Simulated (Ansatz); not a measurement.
Functionals compared on the (21-31) surface of hcp Ru in its 1x1 cell, outermost plane spacing 0.15 Å in the ideal cut, in Ansatz (plane waves, PAW). The structure was relaxed with PBE; the other rows are single points on it, each with its references at the same level. Cutoff 420 eV (500 eV for r2SCAN).

Set-up: 26 atoms, 10.6 Å thick at the start; mesh 8x6x1; 0.1 eV smearing; dipole correction on; all atoms relaxed; start symmetry kept, larger cells not searched; no spin, no spin-orbit, no U. These notes are the PBE run's.

| functional | surface energy (J/m²) | work function of the top face (eV) | rough cost of the single point |
|---|---|---|---|
| PBE | 3.30 | 4.43 | – |
| LDA | 3.95 | 4.78 | about 11 core-minutes (a rough figure) |
| PBEsol | 3.77 | 4.54 | around 11 core-minutes (rough) |
| RPBE | 3.03 | 4.26 | around 8 core-minutes (rough) |
| r2SCAN | 3.54 | 4.42 | roughly 15 core-minutes |

Ansatz is a program for electronic structure.
